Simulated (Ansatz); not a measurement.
Start from HfO2 in the fluorite structure (space group Fm-3m, No. 225).

```xyz
3
Lattice="0.0000 2.5219 2.5219 2.5219 0.0000 2.5219 2.5219 2.5219 0.0000" Properties=species:S:1:pos:R:3 pbc="T T T"
Hf     0.0000     0.0000     0.0000
O      1.2609     1.2609     1.2609
O      3.7828     3.7828     3.7828
```

Cartesian axes are those of the cell as printed.

Calculations: PBEsol in Ansatz (plane waves to 420 eV, PAW, no spin-orbit coupling).

Base values:

The shortest interatomic distance is 2.184 Å.

Perturbation: compressive biaxial strain of 0.42 % in the plane normal to [111], as in epitaxy on a mismatched substrate; the out-of-plane cell vector and the atoms relax.

**Question.** Estimate the effect on the in-plane stress, energy relative to the base and shortest interatomic distance.

**Answer.** The mean in-plane stress (compression positive) comes out as +1.3 GPa; the energy rises by 0.4 meV/atom; the shortest interatomic distance decreases by 0.005 Å, from 2.184 Å to 2.179 Å.

Whether these cells are dynamically stable was not tested. This is not the structure that HfO2 has at room temperature and ambient pressure.

Ansatz is an electronic-structure program.
